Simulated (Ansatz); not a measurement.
The starting structures come from a database of crystals and need not be the phases stable at ambient conditions.

By PBEsol, the system below comes out a metal.

Without scattering a metal conducts by its projected Fermi surface.

Here is the system:

```xyz
4
Lattice="6.0485 0.0000 0.0000 0.6783 6.0104 0.0000 -1.3566 -1.2121 3.6195" Properties=species:S:1:pos:R:3 pbc="T T T"
Sb     4.9880     2.8218     0.5475
Sb     0.3822     1.9764     3.0720
Sb     2.6851     4.0341     2.3573
Sb     2.6851     0.7642     1.2623
```

Space group of this cell: I4/mcm. The cell is taken as given; by PBEsol its mean pressure is -0.7 GPa.

The current flows along the normal of the first two printed cell vectors, the (101) plane of the conventional cell. No spin-orbit coupling; the value is a mean over 0.1 eV about the Fermi level.

Q: Give the ballistic conductance per area that Ansatz (an electronic-structure program) with PBEsol yields.

A: 1.0 × 10¹⁵ S/m² for both spins.
